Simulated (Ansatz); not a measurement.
## A15 V₃Si (cubic form, which distorts at low temperature)

Calculation: revPBE (plane waves, PAW; Ansatz, a quantum-chemistry and plane-wave program).

Run with plane-wave cutoff 520 eV, 12×12×12 k mesh, Fermi–Dirac smearing 0.05 eV, no spin polarisation, scalar-relativistic PAW data made under PBE.

Cell (relaxed at this level):

```yaml
crystal:
  lattice:
    - [4.72513, 0.00000, 0.00000]
    - [0.00000, 4.72513, 0.00000]
    - [0.00000, 0.00000, 4.72513]
  atoms:
    - { symbol: V, position: [0.25000, 0.00000, 0.50000] }
    - { symbol: V, position: [0.50000, 0.25000, 0.00000] }
    - { symbol: V, position: [0.50000, 0.75000, 0.00000] }
    - { symbol: V, position: [0.75000, 0.00000, 0.50000] }
    - { symbol: V, position: [0.00000, 0.50000, 0.75000] }
    - { symbol: V, position: [0.00000, 0.50000, 0.25000] }
    - { symbol: Si, position: [0.50000, 0.50000, 0.50000] }
    - { symbol: Si, position: [0.00000, 0.00000, 0.00000] }
```

```json
{
  "bulk modulus B0": "185 GPa",
  "band_gap": "zero (no gap)",
  "pressure derivative B′ of the bulk modulus": "4.0"
}
```

Measured, for comparison: bulk modulus 171 GPa (300 K, no zero-point or thermal correction, our sources range from 171 to 176; as tabulated in Lu and Klein (1997), arXiv:cond-mat/9704251). Computed (rounded) less measured: bulk modulus +8 % (+5 % to +8 % over the range). A static lattice is as a rule a little smaller and stiffer than an uncorrected measurement, which narrows the difference in the bulk modulus and would widen misses of the other sign.

Note: symmetry holds this phase in the static calculation, where it need not be a minimum.

Static lattice: no zero-point or thermal effects.
